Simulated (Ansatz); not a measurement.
We consider Na3OBr (Pm-3m, No. 221, 5 atoms in the cell; start mp-985586), described by HSE06+SOC (Ansatz, an electronic-structure program, PAW).

Run with plane-wave cutoff 460 eV, 6×6×6 k mesh, Fermi–Dirac smearing 0.01 eV, PAW data made under PBE.

Cell (relaxed with PBEsol):

```cif
data_BrNa3O
_chemical_formula_sum 'Na3 Br1 O1'
_space_group_name_H-M_alt 'P 1'
_space_group_IT_number 1
_cell_length_a 4.54255
_cell_length_b 4.54255
_cell_length_c 4.54255
_cell_angle_alpha 90.000
_cell_angle_beta 90.000
_cell_angle_gamma 90.000
loop_
_space_group_symop_operation_xyz
  'x, y, z'
loop_
_atom_site_label
_atom_site_type_symbol
_atom_site_fract_x
_atom_site_fract_y
_atom_site_fract_z
_atom_site_occupancy
Na1 Na 0.00000 0.50000 0.50000 1
Na2 Na 0.50000 0.00000 0.50000 1
Na3 Na 0.50000 0.50000 0.00000 1
Br1 Br 0.00000 0.00000 0.00000 1
O1 O 0.50000 0.50000 0.50000 1
```

Estimate the band gap that the calculation returns.


- band gap = 3.34 eV (on the SCF k mesh) (direct)

Note: cell and atoms aren't relaxed at this level (pressure 0.3 GPa).

Static lattice: no zero-point or thermal effects.

Computing time: roughly 18 core-minutes.

A start named mp-… is a Materials Project structure, which need not be a measured phase.
